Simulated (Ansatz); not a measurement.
L1₀ (CuAu-type) FePt

These are r²SCANh (Ansatz, a quantum-chemistry and plane-wave program, plane waves, PAW) values and carry that method's errors.

Numerical settings: plane-wave cutoff 520 eV, 10×10×8 k mesh (along the axes of the cell as run), Fermi–Dirac smearing 0.05 eV, spin-polarised with parallel moments, scalar-relativistic PAW data made under PBE.

Cell (relaxed at this level):

```
FePt
1.0
    2.73670     0.00000     0.00000
    0.00000     2.73670     0.00000
    0.00000     0.00000     3.72499
Fe Pt
1 1
Direct
  0.00000   0.00000   0.00000
  0.50000   0.50000   0.50000
```
Starting moments (μB, in the order of the record's atoms Fe Pt): 3.0 0.0.

```json
{
 "magnetic moment (largest site, within a sphere)": "3.43 μB"
}
```

Moments are spin moments.

Spin–orbit coupling is not included.

The computed numbers hold no vibrational or temperature effects.

It cost around 70 core-minutes (rough) of CPU time.
